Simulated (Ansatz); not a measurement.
Start from HfC in the rock salt structure (space group Fm-3m, No. 225; relaxed with 0.1 eV smearing).

```
CELL_PARAMETERS angstrom
      0.00000     2.30353     2.30353
      2.30353     0.00000     2.30353
      2.30353     2.30353     0.00000
ATOMIC_POSITIONS crystal
  Hf 0.00000 0.00000 0.00000
  C  0.50000 0.50000 0.50000
```

Cartesian axes are those of the cell as printed.

Method: PBEsol (Ansatz, a quantum-chemistry and plane-wave program), spin-orbit coupling left out.

Before the change:

- Pressure: 0.0 GPa

One thing is altered: tensile biaxial strain of 2.08 % in the plane normal to [111], as in epitaxy on a mismatched substrate; the out-of-plane cell vector and the atoms relax.

Problem. What does the calculation give for the out-of-plane strain, energy relative to the base and pressure after the change?

Solution. The out-of-plane strain is -1.14 %; the energy goes up by 17 meV/atom; the pressure (mean of the normal stresses, compression positive) goes from zero to -7.0 GPa.

Whether these cells are dynamically stable was not tested. All final runs are without spin polarisation.
